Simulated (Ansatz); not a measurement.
Where the default PAW files enter, the runs use the earlier of Ansatz's two default sets.

The decay constant κ of evanescent states in the gap governs leakage through a thin film.

Input:

```yaml
crystal:
  lattice:
    - [3.99488, 0.00000, 0.00000]
    - [0.00000, 3.99488, 0.00000]
    - [0.00000, 0.00000, 3.99488]
  atoms:
    - { symbol: K, position: [0.50000, 0.50000, 0.50000] }
    - { symbol: Ta, position: [0.00000, 0.00000, 0.00000] }
    - { symbol: O, position: [0.00000, 0.50000, 0.00000] }
    - { symbol: O, position: [0.50000, 0.00000, 0.00000] }
    - { symbol: O, position: [0.00000, 0.00000, 0.50000] }
```

Space group of this cell: Pm-3m, cubic perovskite. The cell is taken as given; by LDA its mean pressure is -6.7 GPa.

Transport runs along the normal of the first two printed cell vectors, the (001) plane of the conventional cell.

No gap correction and no spin-orbit coupling; mid-gap is the computed energy nearest the middle.

Question: Predict the band gap and the smallest decay constant κ at mid-gap from LDA run with Ansatz (a program for electronic structure).

Answer: Gap 2.07 eV on a 8×8×8 mesh; κ = 0.223 1/Å, at the zone centre.
